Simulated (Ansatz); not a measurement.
Structures of equal composition on the (100) surface of fcc Cu: a layer of Fe in place of the second plane; a layer of Fe in place of the third plane. The slabs share one bottom face, and each structure is named by its start. These are constructed structures in small cells; real faces may alloy, dewet or reconstruct in larger ones, and not all known structures of the face are among them. Slabs of about 9 Å with all that they carry, Fermi-Dirac smearing of 0.1 eV. Bottom of the slabs: a bare face, its two planes held. Relaxed from the named starts with such symmetry as they have, on meshes of like density; energies extrapolated to zero smearing; no spin-orbit coupling, no U. Spin-polarised runs, if any, are marked in brackets, and their order is one that fits the cell; the others ran without spin.

Calculation: PBE (plane waves to 420 eV, PAW; Ansatz, a program for electronic structure).

**Question.** Rank these by energy per 1x1 cell (lowest first), as PBE gives it.

**Answer.** a layer of Fe in place of the third plane (0.000 eV [spin, 2.6 μB a cell]), a layer of Fe in place of the second plane (0.043 eV [spin, 2.8 μB a cell])
